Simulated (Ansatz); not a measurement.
Take Cu in the fcc (Cu type) structure (space group Fm-3m, No. 225; relaxed with 0.1 eV smearing) as the base.

```xyz
1
Lattice="0.0000 1.7884 1.7884 1.7884 0.0000 1.7884 1.7884 1.7884 0.0000" Properties=species:S:1:pos:R:3 pbc="T T T"
Cu     0.0000     0.0000     0.0000
```

Cartesian axes are those of the cell as printed.

Method: r2SCAN, PAW, 500 eV (Ansatz, a first-principles code; without spin-orbit coupling).

For the base:

```
Item        Value
--------  -------
Pressure  0.0 GPa
```

It is then changed as follows: biaxial strain +3.00 %, plane normal [001], relaxed out of plane (Cartesian); in-plane vectors clamped, the third vector and the atoms free.

Task: What does the calculation give for the energy relative to the base, ratio −ε⊥/ε∥ and pressure after the change?

Result: The energy increases by 7.1 meV/atom; the ratio −ε⊥/ε∥ comes out as 1.50; the pressure (mean of the normal stresses, compression positive) goes from zero to -1.9 GPa.

No phonon test of stability was made. The final runs are not spin-polarised.
